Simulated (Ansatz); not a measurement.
Symmetric slabs, relaxed from ideal cuts in 1x1 cells, of elemental solids: surface energy (J/m²) by functional, in Ansatz (plane waves, PAW). All structures are PBE's; the other columns are single points with references at the same level. No spin-orbit coupling, Hubbard U or dispersion.

```
system                                                PBE   LDA  PBEsol  RPBE  r2SCAN
---------------------------------------------------  ----  ----  ------  ----  ------
fcc Pd (332), ideal cut with outer spacing 0.42 Å    1.46  2.04    1.84   [?]    1.68
fcc Ag (310), ideal cut with outer spacing 0.66 Å    0.91  1.36    1.20  0.69    1.10
bcc Ta (311), ideal cut with outer spacing 0.50 Å    2.71   [?]    2.98  2.55    2.94
fcc Pd (321), ideal cut with outer spacing 0.53 Å    1.60  2.21    1.99  1.33    1.81
hcp Ti (11-23), ideal cut with outer spacing 0.53 Å  2.09  2.36    2.28  1.95    2.30
fcc Ca (321), ideal cut with outer spacing 0.74 Å    0.55  0.61    0.59  0.51    0.60
hcp Zn (30-32), ideal cut with outer spacing 0.73 Å  0.58  0.93    0.84  0.42    0.76
hcp Ti (21-33), ideal cut with outer spacing 0.14 Å  2.05   [?]    2.22   [?]     [?]
fcc Rh (332), ideal cut with outer spacing 0.41 Å    2.22  2.84    2.64  1.96    2.45
bcc V (321), ideal cut with outer spacing 0.80 Å     2.66  2.99    2.92  2.49    2.89
hcp Cd (20-23), ideal cut with outer spacing 0.18 Å  0.35  0.63    0.54  0.20    0.50
bcc Na (311), ideal cut with outer spacing 0.63 Å    0.24  0.28    0.26  0.21    0.27
```

Task: Some entries are withheld; supply them.

Result: 
- fcc Pd (332), ideal cut with outer spacing 0.42 Å, RPBE: 1.20
- bcc Ta (311), ideal cut with outer spacing 0.50 Å, LDA: 3.05
- hcp Ti (21-33), ideal cut with outer spacing 0.14 Å, LDA: 2.28
- hcp Ti (21-33), ideal cut with outer spacing 0.14 Å, RPBE: 1.91
- hcp Ti (21-33), ideal cut with outer spacing 0.14 Å, r2SCAN: 2.25

The rows are a random draw from the class, without slabs that broke up, higher cuts of a face and adsorbates that left their site. Mean shift from PBE over these rows: LDA 0.34 J/m² (from 0.04 to 0.61, 12 rows); PBEsol 0.24 J/m² (from 0.02 to 0.42, 12 rows); RPBE -0.17 J/m² (from -0.27 to -0.03, 12 rows); r2SCAN 0.18 J/m² (from 0.03 to 0.23, 12 rows).

Ansatz is a program for electronic structure.
